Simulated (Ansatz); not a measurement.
Start from ZrIr$_{3}$ in the Cu3Au type structure (space group Pm-3m, No. 221; a = 3.9339 Å; relaxed with 0.1 eV smearing). Axes: x, y, z lie along the cube axes.

All numbers come from Ansatz (a first-principles code), PBEsol, PAW, cutoff 420 eV, no spin-orbit coupling.

Before the change:

| Property | Value |
|---|---|
| Shortest interatomic distance | 2.782 Å |
| Pressure | 0.0 GPa |

It is then changed as follows: uniaxial strain ε_xx = −4.58 %, all other strain components held at zero, atoms relaxed at fixed cell.

Q: Estimate the effect on the energy relative to the base, shortest interatomic distance and pressure.

A: The energy rises by 49 meV/atom; the shortest interatomic distance drops by 0.063 Å to 2.719 Å; the pressure (mean of the normal stresses, compression positive) goes from zero to 15.8 GPa.

Stability against distortions was not tested. The final runs are not spin-polarised.
